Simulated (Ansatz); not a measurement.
**Effect of strain tensor (xx, yy, zz, yz, xz, xy) = (−0.13, −0.69, +2.92, +0.06, +0.45, +1.01) % on MoP**

Start from MoP (space group P-6m2, No. 187; a = 3.2076 Å, c = 3.1727 Å; relaxed with 0.1 eV smearing). Axes: x lies along a and z along c of the hexagonal cell.

Perturbation: strain tensor (xx, yy, zz, yz, xz, xy) = (−0.13, −0.69, +2.92, +0.06, +0.45, +1.01) %, atoms relaxed at fixed cell.

All numbers come from DFT with PBEsol, PAW potentials and a 420 eV plane-wave cutoff in Ansatz (a program for electronic structure), without spin-orbit coupling. Settings: 21×21×18 k-points, 0.1 eV Fermi–Dirac smearing.

Volume per atom: 14.43 Å³ (base 14.13 Å³)
Space group: P1 (No. 1) (base P-6m2 (No. 187))
Shortest interatomic distance: 2.450 Å (base 2.438 Å)
Energy relative to the base (free energy F): +19 meV/atom
Pressure (mean of the normal stresses, compression positive): -5.9 GPa (base 0.0 GPa)
Band gap: zero (base zero)
Stress (xx, yy, zz, yz, xz, xy; compression positive): (-3.2, -1.8, -12.6, -0.2, -1.5, -2.4) GPa

Final structure:

```
MoP
1.0
    3.20338     0.03240     0.01427
   -1.57363     2.74246    -0.00547
    0.01412     0.00190     3.26535
Mo P
1 1
Cartesian
  0.00495   0.00126  -0.00016
  1.61315   0.93544   1.64053
```

Cost of the whole job for the changed cell (relaxation, final SCF and bands): around 6 core-minutes (rough).

Stability against distortions was not tested. The final runs are not spin-polarised. An odd electron count without spin: MoP.
